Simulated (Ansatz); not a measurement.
Ansatz (a program for electronic structure) is run on CuPt7 (Fm-3m, 8 atoms in the cell), and the run fails. The aim is a self-consistent single point with DFT, PBEsol, plane waves, default PAW files made with PBE.

Cell that was meant: a = 5.5077 Å, b = 5.5077 Å, c = 5.5077 Å, α = 60.00°, β = 60.00°, γ = 60.00°.

Part of the input:

Ansatz 0.2 input:
```yaml
  xc: pbesol
  pseudopotentials: { kind: paw }
scf:
  occupations: { type: gaussian, width: 0.05 eV }
output:
  forces: true
  eigenvalues: true
```

Log, with long lists cut:

```
Error: YAML parse error: error: line 21 column 18: unknown field `type`, expected one of method, width, conduction_electrons, values, excite
  --> <input>:21:18
   |
19 |   pseudopotentials: { kind: paw }
20 | scf:
21 |   occupations: { type: gaussian, width: 0.05 eV }
   |                  ^ unknown field `type`, expected one of method, width, conduction_electrons, values, excite
22 | output:
23 |   forces: true
   |
```

From the messages shown, name the fault and mend the input.

The program does not know the word type. To fix it, write method. The program stopped before any SCF iteration.

An input that runs soundly differs in these lines (not the only fix; some lines may just follow from the change or write a value another way):
```diff
-  occupations: { type: gaussian, width: 0.05 eV }
+  occupations: { method: gaussian, width: 0.05 eV }
```

With that input, the run converged in 7 iterations: free energy E − TS (on the zero of these files) -93276.0938 eV; Fermi level (on the code's own zero) 22.35 eV; pressure -2.49 GPa (DFT, PBEsol, plane waves, default PAW files made with PBE).

On the sound input: the starting cell comes from a database of published, mostly measured structures (it also holds non-ambient and calculated ones), without a prior relaxation at this level. Spin polarisation is off. Ansatz's pressure includes its estimate of the finite-basis (Pulay) stress.
